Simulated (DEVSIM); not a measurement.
Device: Si p+/n-/n+ power diode, at 400 K.

Layer 1 from the left is Si, thickness (μm) 0.970, Na (cm⁻³) 2.1e18, τn (s) 5.8e-5, τp (s) 5.8e-5. Layer 2 from the left is Si, thickness (μm) 46.0, Nd (cm⁻³) 5.5e14, τn (s) 5.8e-5, τp (s) 5.8e-5. Layer 3 from the left is Si, thickness (μm) 6.40, Nd (cm⁻³) 1.1e18, τn (s) 5.8e-5, τp (s) 5.8e-5.

Left contact: ohmic. Right contact: ohmic. Voltage is applied to the left contact. Recombination: SRH at mid-gap, radiative. Gap narrowing is on: ΔEg = 6.92 meV × (l + √(l² + 0.5)), l = ln(N/1.3e17 cm⁻³), shared equally by both band edges. Mobility is μmin + (μ − μmin)/(1 + (N/Nref)^α).

This is a model device: material constants are rounded textbook-type values typed into the input, and sizes, dopings and lifetimes were drawn at random. Values at 300 K; Nc and Nv go as T^1.5, mobilities as T to minus their exponent, the gap by Varshni's rule with the affinity fixed.

Si: gap (eV) 1.124, affinity (eV) 4.05, permittivity 11.7, Nc (cm⁻³) 2.86e19, Nv (cm⁻³) 3.1e19, μn (cm²/Vs) 1417, μp (cm²/Vs) 470, μn,min 52, μp,min 45, Nref,n 9.7e16, Nref,p 2.2e17, αn 0.68, αp 0.72, T exponent of μn 2.3, T exponent of μp 2.2, B (cm³/s) 4.7e-15, Varshni α (eV/K) 0.000473, Varshni β (K) 636.

Model (solved in DEVSIM): 1D drift-diffusion, Boltzmann statistics, complete ionisation; no tunnelling, impact ionisation, image-force lowering or self-heating.

Problem. What does the simulation give for the dark forward voltage at 100 A/cm², the potential step across the device at zero bias, the dark forward voltage at 1 A/cm²?

Solution. dark forward voltage at 100 A/cm² 0.701 V; potential step across the device at zero bias 0.827 V; dark forward voltage at 1 A/cm² 0.509 V.
